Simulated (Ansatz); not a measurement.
Phonon-limited resistivity of LiMg (Pm-3m) against temperature in μΩ·cm, PBEsol, DFPT electron-phonon coupling, linearised Boltzmann equation in Ansatz (a quantum-chemistry and plane-wave program), harmonic crystal at a fixed cell.

| T | ρ |
|---|---|
| 50 K | 0.23 |
| 77 K | 0.75 |
| 100 K | 1.31 |
| 150 K | (withheld) |
| 200 K | (withheld) |
| 250 K | 5.5 |
| 273 K | 6.1 |
| 300 K | 6.8 |
| 350 K | 8.1 |

Fill in the missing entries.


- 150 K, ρ: 2.7
- 200 K, ρ: 4.1

A metal at this level (no band gap). Only scattering by harmonic phonons is included (no impurities, grain boundaries, electron-electron scattering or thermal expansion). Spin-orbit coupling is left out. The run warned that the eigensolver left some states short of its tolerance. Halving the electron mesh (24x24x24) moves the resistivity by up to 6 %. Smearing 0.20 eV; phonons on a 4x4x4 q mesh, which this run doesn't test and which matters most at low temperature.

Computed structure with no diffraction record at hand here (it may be known, metastable or hypothetical): LiMg (Pm-3m).
